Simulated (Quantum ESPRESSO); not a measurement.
Input and output of a self-consistent single point for BaCuSbO₅ (P4mm, 8 atoms in the cell) (Quantum ESPRESSO).

Method of the run: LDA (PZ), GBRV 1.5 ultrasoft (LDA) pseudopotentials (plane waves; Quantum ESPRESSO 7.5).

```
CELL_PARAMETERS angstrom
      3.75705     0.00000     0.00000
      0.00000     3.75705     0.00000
      0.00000     0.00000     9.36607
ATOMIC_POSITIONS crystal
  Ba 0.00000 0.00000 0.03197
  Cu 0.50000 0.50000 0.27751
  Sb 0.50000 0.50000 0.71186
  O  0.00000 0.50000 0.65583
  O  0.50000 0.00000 0.65583
  O  0.00000 0.50000 0.23636
  O  0.50000 0.00000 0.23636
  O  0.50000 0.50000 0.91758
```

Reference input (self-consistent single point, DFT, PBEsol, plane waves, GBRV 1.5 ultrasoft (PBESOL) pseudopotentials): ecutwfc = 50 Ry; ecutrho = 400 Ry; occupations = smearing; smearing = fd; degauss = 0.0036749 Ry; K_POINTS = automatic 7 7 3 0 0 0; conv_thr = 1e-09 Ry; mixing_beta = 0.3. This run's input differs from it in these lines:

```diff
@@ -24,6 +24,6 @@
 ATOMIC_SPECIES
-Ba   137.3270  ba_pbesol_v1.uspp.F.UPF
-Cu    63.5460  cu_pbesol_v1.2.uspp.F.UPF
-Sb   121.7600  sb_pbesol_v1.4.uspp.F.UPF
-O     15.9990  o_pbesol_v1.2.uspp.F.UPF
+Ba   137.3270  ba_lda_v1.uspp.F.UPF
+Cu    63.5460  cu_lda_v1.2.uspp.F.UPF
+Sb   121.7600  sb_lda_v1.4.uspp.F.UPF
+O     15.9990  o_lda_v1.2.uspp.F.UPF
 ATOMIC_POSITIONS {crystal}
```

Output (repeated stretches shortened):

```
     Self-consistent Calculation

     iteration #  1     ecut=    50.00 Ry     beta= 0.30

     negative rho (up, down):  9.747E-02 0.000E+00

     total energy              =    -819.30990455 Ry
     estimated scf accuracy    <       2.64693696 Ry

     iteration #  2     ecut=    50.00 Ry     beta= 0.30

     negative rho (up, down):  9.591E-02 0.000E+00

     total energy              =    -819.73661766 Ry
     estimated scf accuracy    <       1.38779622 Ry

     iteration #  3     ecut=    50.00 Ry     beta= 0.30

     negative rho (up, down):  9.393E-02 0.000E+00

     total energy              =    -819.86518999 Ry
     estimated scf accuracy    <       0.14464867 Ry

   [... 12 blocks of this kind left out ...]

     iteration # 16     ecut=    50.00 Ry     beta= 0.30

     negative rho (up, down):  8.996E-02 0.000E+00

     total energy              =    -819.87734852 Ry
     estimated scf accuracy    <          1.7E-09 Ry

     iteration # 17     ecut=    50.00 Ry     beta= 0.30

     negative rho (up, down):  8.996E-02 0.000E+00
     End of self-consistent calculation

     the Fermi energy is     6.0505 ev

!    total energy              =    -819.87734853 Ry
     estimated scf accuracy    <          1.3E-10 Ry
     smearing contrib. (-TS)   =      -0.00225021 Ry
     internal energy E=F+TS    =    -819.87509832 Ry

     convergence has been achieved in  17 iterations

     negative rho (up, down):  8.996E-02 0.000E+00

     Forces acting on atoms (cartesian axes, Ry/au):

     atom    1 type  1   force =     0.00000000    0.00000000    0.01290515
     atom    2 type  2   force =     0.00000000    0.00000000   -0.02115043
     atom    3 type  3   force =     0.00000000    0.00000000    0.00277170
     atom    4 type  4   force =     0.00000000    0.00000000    0.00844578
     atom    5 type  4   force =     0.00000000    0.00000000    0.00844578
   [... lines left out ...]
     Total force =     0.028488     Total SCF correction =     0.000030
   [... lines left out ...]

     negative rho (up, down):  8.996E-02 0.000E+00
          total   stress  (Ry/bohr**3)                   (kbar)     P=      -65.98
  -0.00051357   0.00000000   0.00000000          -75.55        0.00        0.00
   0.00000000  -0.00051357   0.00000000            0.00      -75.55        0.00
   0.00000000   0.00000000  -0.00031846            0.00        0.00      -46.85

   JOB DONE.
```

The run converged in 17 iterations. Against the reference run the pressure goes from -3.33 to -6.60 GPa and the largest force goes from 0.366 to 0.544 eV/Å.

The starting cell comes from a database of computed structures (which also holds hypothetical and non-ambient phases and stackings), without a prior relaxation at this level. Its lattice was rescaled by a random factor within 2.5 % of one. Spin polarisation is off, so a magnetic state, if there is one, cannot be reached. With a pressure of about -7 GPa the cell is away from its equilibrium volume at this level. The run gives no clean gap (levels at the Fermi energy touch, overlap or are partly filled at this smearing), which alone does not show that the compound is a metal.

Cost on one core of a shared machine: roughly 2 min.
